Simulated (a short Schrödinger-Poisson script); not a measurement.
Stack: symmetric double-gate stack, SiO2 on p-type Si(100), at 300 K.

```
layer  material  thickness (nm)  Na (cm⁻³)
-----  --------  --------------  ---------
1          SiO2             1.5          -
2            Si               8       1e18
3          SiO2             1.5          -
```

Constants are typed, rounded textbook-type inputs, not results; the design itself was drawn at random and stands for no fabricated device. SiO2: permittivity 3.9, conduction-band edge (eV) 3.15, gap (eV) 9, electron mass (mₑ) 0.5. Si: permittivity 11.7, conduction-band edge (eV) 0, gap (eV) 1.124, Nv at 300 K (cm⁻³) 3.1e19.

Channel valleys (confinement mass, in-plane density-of-states mass, number): Δ2 0.916, 0.19, 2; Δ4 0.19, 0.417, 4. At the gates, both at one voltage, the conduction-band edge of layer 1 lies 3.57 eV − eVg above the Fermi level of the channel. Gaps are held at their typed values at every temperature. Mesh 0.03 nm at interfaces.

From a short Schrödinger-Poisson script (our own, NumPy): 1D Poisson equation in equilibrium, electrons quantum, Hartree (BenDaniel-Duke, 12 states a valley, the channel's in-plane mass for all, wave functions ending at the dielectric), parabolic valleys, classical holes, full ionisation, no traps, pinning or gate leakage.

The same stack at other levels of the model or other numerical settings:

```
run                                          sheet density of all electrons at Vg = 1.1 V (cm⁻²)  sheet density of all electrons at Vg = 0.5 V (cm⁻²)  capacitance of both gates at Vg = 1.1 V (μF/cm²)  gate voltage at 1e11 electrons/cm² (V)  rough cost against the base
-------------------------------------------  ---------------------------------------------------  ---------------------------------------------------  ------------------------------------------------  --------------------------------------  ---------------------------
base                                                                                     1.36e13                                              1.76e12                                              3.48                                    0.34                      about 1
electrons treated as classical, Boltzmann                                                1.71e13                                              2.41e12                                              4.24                                    0.32                         0.05
electrons treated as classical, Fermi-Dirac                                              1.64e13                                              2.39e12                                              3.99                                    0.32                          0.1
mesh six times as coarse                                                                 1.36e13                                              1.76e12                                              3.48                                    0.34                          0.4
```

The classical rows ignore confinement, and Boltzmann statistics overrate the density once the band edge passes the Fermi level.
